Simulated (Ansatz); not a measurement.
Results of PBEsol (Ansatz, a quantum-chemistry and plane-wave program, plane waves, PAW) for GaS (R-3m, No. 166, 4 atoms in the cell; start mp-9889; a measured phase of this formula has another space group).

Settings: plane-wave cutoff 500 eV, 12×12×12 k mesh, gaussian smearing 0.02 eV, scalar-relativistic PAW data made under PBE.

Cell (relaxed at this level):

GaS has the trigonal space group R-3m, hexagonal axes (No. 166), Pearson symbol hR4. Conventional cell: a = 3.5785 Å, b = 3.5785 Å, c = 23.8776 Å, α = 90.00°, β = 90.00°, γ = 120.00°. Ga on 6c has 3 S at 2.332 Å (trigonal pyramidal). S on 6c is surrounded by 3 Ga at 2.332 Å (trigonal pyramidal). (Neighbours: up to the widest gap in distance over summed covalent radii, below 1.35, at either atom; cation-cation and far metal-metal contacts left out.)
(The calculation used a cell of 4 atoms; values per cell refer to that cell.)

Q: What does this level give for the band gap?

A: 
* **band gap**: 1.72 eV (on the SCF k mesh)

Note: the relaxation could not lower the start's symmetry, so the cell can be a saddle point above a distorted one; the cell has widely spaced layers and the level no dispersion term, so their spacing and the moduli can rest on weak binding.

Spin–orbit coupling is not included.

Static lattice: no zero-point or thermal effects.

A start named mp-… is a Materials Project structure, which need not be a measured phase.
